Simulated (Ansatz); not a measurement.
Consider Al-vacancy pair (Al on one host Ru site, one Ru site vacant) in hcp Ru, neutral cell. Calculation: PBE, PAW (plane waves to 420 eV; Ansatz, a quantum-chemistry and plane-wave program).

Cell of 36 host sites held at the relaxed PBE lattice; a 2×2×2 k-point mesh shifted by half a step along c; Fermi-Dirac width 0.10 eV, spin-restricted; finite-size errors left in. Energies are static. Forms of the defect that were not tried may lie lower.

Barriers: single points on a 4×4×4 k-point mesh shifted by half a step along c at the bands' geometries.

The step: the Al atom itself jumps into the vacancy (Al-vacancy distance between ideal sites 2.66 Å throughout). Atoms about the jump, Cartesian Å from the middle of the jump, before and after:

```csv
atom,x0,y0,z0,x1,y1,z1
Al1,0.65,0.38,-1.00,-0.65,-0.38,1.00
Ru2,-2.05,0.38,-1.07,-2.06,0.39,-1.10
Ru3,0.69,1.98,1.10,0.69,1.97,1.07
Ru4,-0.70,-1.96,-1.08,-0.69,-1.98,-1.10
Ru5,2.06,-0.39,1.10,2.05,-0.38,1.08
Ru6,-0.70,2.76,-1.08,-0.69,2.76,-1.08
Ru7,-2.05,1.98,1.08,-2.04,1.99,1.08
Ru8,2.04,-1.99,-1.08,2.05,-1.98,-1.08
Ru9,0.69,-2.76,1.08,0.70,-2.76,1.08
Ru10,0.66,0.38,3.22,0.67,0.39,3.25
Ru11,-0.67,-0.39,-3.25,-0.66,-0.38,-3.22
Ru12,-3.42,-0.40,1.08,-3.44,-0.41,1.07
Ru13,2.07,2.77,-1.07,2.06,2.76,-1.08
Ru14,3.43,0.41,-1.07,3.42,0.41,-1.08
Ru15,-2.06,-2.76,1.08,-2.07,-2.77,1.07
```

Give the saddle-point geometry and the barrier.


| atom | x | y | z |
|---|---|---|---|
| Al1 | 0.00 | 0.00 | -0.01 |
| Ru2 | -2.14 | 0.40 | -1.15 |
| Ru3 | 0.72 | 2.06 | 1.13 |
| Ru4 | -0.73 | -2.05 | -1.15 |
| Ru5 | 2.14 | -0.40 | 1.13 |
| Ru6 | -0.70 | 2.74 | -1.10 |
| Ru7 | -2.03 | 1.97 | 1.08 |
| Ru8 | 2.02 | -1.97 | -1.10 |
| Ru9 | 0.70 | -2.74 | 1.08 |
| Ru10 | 0.67 | 0.39 | 3.21 |
| Ru11 | -0.67 | -0.38 | -3.23 |
| Ru12 | -3.40 | -0.40 | 1.06 |
| Ru13 | 2.04 | 2.74 | -1.08 |
| Ru14 | 3.39 | 0.40 | -1.08 |
| Ru15 | -2.04 | -2.74 | 1.06 |
It lies 0.79 eV above the start and 0.79 eV above the end. The saddle point's order was not checked, and it lies on a symmetry element of the cell, where a band can be held.
